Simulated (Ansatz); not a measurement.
The parent structure is HfN in the rock salt structure (space group Fm-3m, No. 225; a = 4.5018 Å; relaxed with 0.1 eV smearing). Axes: x, y, z lie along the cube axes.

The values are results of PBEsol (Ansatz, an electronic-structure program, PAW, no SOC), not measurements.

Perturbation: the cell is compressed by 1.50 % along z with no lateral relaxation; the atoms relax in the strained cell.

Question: Predict the new stress.

Answer: The stress (xx, yy, zz, yz, xz, xy; compression positive) is (1.7, 1.7, 10.4, 0.0, 0.0, 0.0) GPa.

Question: Predict the new energy relative to the base.

Answer: The energy goes up by 5.4 meV/atom.

Stability against distortions was not tested. The final runs are not spin-polarised. An odd electron count without spin: HfN.
